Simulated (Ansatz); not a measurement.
Base system: Ga2O3 in the corundum structure (space group R-3c, No. 167; a = 4.985 Å, c = 13.441 Å (hexagonal axes)). Axes: x lies along a and z along c of the hexagonal cell.

Method: r2SCAN/PAW in Ansatz (an electronic-structure program), no spin-orbit coupling, earlier PAW set.

Base values:

```
Item                  Result
-------------------  -------
Smallest direct gap  3.82 eV
```

It is then changed as follows: uniaxial stress, 2 GPa tension along x, with the cell and atoms free to relax against it.

Q: Estimate the effect on the energy relative to the base, strain response and smallest direct gap.

A: The energy increases by 0.4 meV/atom; the strain response (xx, yy, zz) is (+0.66, −0.25, −0.14) %; the smallest direct gap falls by 0.05 eV, from 3.82 eV to 3.77 eV.

Beyond what the load breaks, stability against distortions was not tested.
